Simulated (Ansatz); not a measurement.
Calculation: PBE (plane waves to 420 eV, PAW; Ansatz, a quantum-chemistry and plane-wave program).

Plane-averaged electrostatic potential energy along the normal, in eV from the Fermi level, for a constructed model of the (0001) surface of hcp Ru, (√3x√3)R30° layer of N, one a cell, on the site that continues the host's stacking (bottom of the slab: a bare face, its two planes held):

```csv
z (Å),V (eV)
3.56,5.05
3.86,5.05
4.16,5.05
4.45,5.05
4.75,5.04
5.05,5.02
5.34,4.99
5.64,4.91
5.94,4.75
6.23,4.42
6.53,3.71
6.83,2.21
7.12,-1.13
7.42,-9.80
7.72,-21.56
8.02,-27.88
8.31,-23.89
8.61,-12.77
8.91,-3.40
9.20,-1.88
9.50,-7.88
9.80,-19.54
10.09,-27.67
10.39,-26.08
10.69,-15.97
10.98,-5.27
11.28,-1.95
11.58,-6.16
11.88,-17.26
12.17,-26.70
12.47,-27.07
12.77,-18.09
13.06,-6.73
13.36,-1.78
13.66,-4.11
13.95,-14.08
14.25,-24.89
14.55,-28.00
14.84,-20.99
15.14,-9.30
15.44,-2.19
15.73,-2.58
16.03,-10.56
16.33,-22.18
16.62,-28.26
16.92,-24.15
17.22,-13.05
17.52,-3.85
17.81,-2.66
18.11,-9.59
18.41,-21.25
18.70,-28.25
19.00,-25.24
19.30,-15.30
19.59,-6.63
19.89,-2.62
20.19,0.77
20.48,3.66
20.78,4.79
21.08,5.19
21.38,5.34
21.67,5.40
21.97,5.42
22.27,5.43
22.56,5.43
22.86,5.43
23.16,5.43
23.45,5.43
23.75,5.43
24.05,5.43
```

Slab: 19 atoms, 12.4 Å thick at the start with caps and adatoms (thin: gaps and levels are the slab's own); k 9x9x1, smearing 0.1 eV, dipole-corrected; 6 atoms held, the rest relaxed; symmetry of the start imposed; no spin, no spin-orbit, no U. It is one candidate, not shown to be the stable structure of the face.

The surface cell has an area of 19.24 Å². What dipole along the normal does the step between the two vacuum levels imply?

the top vacuum level lies 0.38 eV above the bottom one; p = −ε₀ A ΔV (ε₀ = 0.005526 e/(V·Å)) gives -0.04 e·Å a cell.
